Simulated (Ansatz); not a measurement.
The reference is GaN in the NiAs type structure (space group P6_3/mmc, No. 194; a = 2.969 Å, c = 5.041 Å; a model cell, its experimental status unchecked). Axes: x lies along a and z along c of the hexagonal cell.

All numbers come from PBEsol (Ansatz, a first-principles code, PAW, no SOC).

Strains are applied to the cell and any free atomic positions relax; under biaxial strain the out-of-plane vector relaxes too.

One change was made to it. Results:

```json
[
 {"quantity": "band gap", "base": "1.21 eV", "after": "1.14 eV"},
 {"quantity": "pressure (mean of the normal stresses, compression positive)", "base": "0.1 kbar", "after": "-26.3 kbar"}
]
```

Which change produced these results?
A. isotropic strain +0.74 %
B. isotropic strain +0.41 %
C. biaxial strain −0.81 %, plane normal [001], relaxed out of plane
D. uniaxial strain ε_yy = −2.77 %

B, isotropic strain +0.41 %. For comparison, the band gap in the other runs: isotropic strain +0.74 % gives 1.08 eV; biaxial strain −0.81 %, plane normal [001], relaxed out of plane gives 1.21 eV; uniaxial strain ε_yy = −2.77 % gives 1.22 eV.

Stability against distortions was not tested. This is not the structure that GaN has at room temperature and ambient pressure.
